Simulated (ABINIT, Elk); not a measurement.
An Elk input for a self-consistent single point of LuB2Ru3 (P6/mmm, 6 atoms in the cell) (DFT, LDA (PW92), all-electron FP-LAPW, Elk's shipped species files, default APW+lo basis):

```
tasks
  0

xctype
  3

rgkmax
  7.0

rmtscf
  0.87

stype
  0

swidth
  0.00999582

avec
   10.0722661260    0.0000001333    0.0000000000
   -5.0361331784    8.7228382721    0.0000000000
    0.0000000000    0.0000000000    5.5754063841

sppath
  'species/'

atoms
  3   : nspecies
  'Lu.in'   : spfname
  1   : natoms; atposl, bfcmt below
  0.0000000000  0.0000000000  0.0000000000    0.0 0.0 0.0
  'B.in'   : spfname
  2   : natoms; atposl, bfcmt below
  0.6666666667  0.3333333333  0.0000000000    0.0 0.0 0.0
  0.3333333333  0.6666666667  0.0000000000    0.0 0.0 0.0
  'Ru.in'   : spfname
  3   : natoms; atposl, bfcmt below
  0.5000000000  0.0000000000  0.5000000000    0.0 0.0 0.0
  0.5000000000  0.5000000000  0.5000000000    0.0 0.0 0.0
  0.0000000000  0.5000000000  0.5000000000    0.0 0.0 0.0

ngridk
  6 6 9
```

### Question
Translate this input to ABINIT.

### Answer
One input that does it (others would too):

```
# LuB2Ru3, JTH v2.0 LDA PAW
pp_dirpath "./"
pseudos "Lu.LDA_PW-JTH.xml, B.LDA_PW-JTH.xml, Ru.LDA_PW-JTH.xml"
acell 5.3300136960 5.3300136960 2.9503780000 Angstrom
rprim
         1.0000000000    0.0000000132    0.0000000000
        -0.5000000115    0.8660253972    0.0000000000
         0.0000000000    0.0000000000    1.0000000000
natom 6
ntypat 3
znucl 71 5 44
typat 1 2 2 3 3 3
xred
         0.0000000000    0.0000000000    0.0000000000
         0.6666666667    0.3333333333    0.0000000000
         0.3333333333    0.6666666667    0.0000000000
         0.5000000000    0.0000000000    0.5000000000
         0.5000000000    0.5000000000    0.5000000000
         0.0000000000    0.5000000000    0.5000000000
ecut 653 eV
pawecutdg 1306 eV
pawxcdev 0
ixc 7
occopt 7
tsmear 0.00999582
nband 51
kptopt 1
ngkpt 6 6 9
nshiftk 1
shiftk 0 0 0
nstep 50
toldfe 1.0e-09
prtwf 0
prtden 0
enunit 2
```

Basis settings and potentials, where a program has them, do not carry over. This input uses DFT, LDA (PW92), plane waves, PAW (JTH v2.0 LDA PAW). LDA parametrisations can differ slightly between programs.

The starting cell comes from a database of computed structures (which also holds hypothetical and non-ambient phases and stackings), without a prior relaxation at this level. For this run, on top of that: lattice scaled by 0.98.
